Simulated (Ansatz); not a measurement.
System: cubic perovskite CsSnI3 (cubic high-temperature phase). Method: PBE+SOC (Ansatz, a program for electronic structure, plane waves, PAW).

Numerical settings: plane-wave cutoff 520 eV, 6×6×6 k mesh, Fermi–Dirac smearing 0.01 eV, PAW data made under PBE.

Computed at the level's own relaxed cell.

Estimate the equilibrium volume per atom, direct gap at Γ and bulk modulus that the calculation returns.


- equilibrium volume per atom: 49.75 Å³/atom
- direct gap at Γ: 3.99 eV
- bulk modulus: 15.0 GPa

Note: the relaxation could not lower the start's symmetry, so the cell can be a saddle point above a distorted one.

Computed values are for the static lattice.

Cost on a shared machine: about 21 core-minutes (a rough figure).
